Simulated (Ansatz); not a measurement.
BaHfO3 (Pm-3m, No. 221, 5 atoms in the cell; start mp-998552), treated with LDA (PAW; Ansatz, an electronic-structure program).

Run with plane-wave cutoff 520 eV, 8×8×8 k mesh, scalar-relativistic PAW data made under PBE.

Cell (relaxed at this level):

```
CELL_PARAMETERS angstrom
      4.12157     0.00000     0.00000
      0.00000     4.12157     0.00000
      0.00000     0.00000     4.12158
ATOMIC_POSITIONS crystal
  Ba 0.50000 0.50000 0.99801
  Hf 0.00000 0.00000 0.49800
  O  0.00000 0.50000 0.49800
  O  0.50000 0.00000 0.49800
  O  0.00000 0.00000 0.99800
```

### Question
Give the computed Voigt–Reuss–Hill bulk modulus, Voigt–Reuss–Hill shear modulus (Hill average), Young modulus and Poisson ratio.

### Answer

- Voigt–Reuss–Hill bulk modulus: 183 GPa
- Voigt–Reuss–Hill shear modulus (Hill average): 112 GPa
- Young modulus: 280 GPa
- Poisson ratio: 0.245

Note: the relaxation could not lower the start's symmetry, so the cell can be a saddle point above a distorted one.

Elastic constants are with the ions relaxed.

Spin–orbit coupling is not included.

Computing time: very roughly 3 core-minutes.

A start named mp-… is a Materials Project structure, which need not be a measured phase.
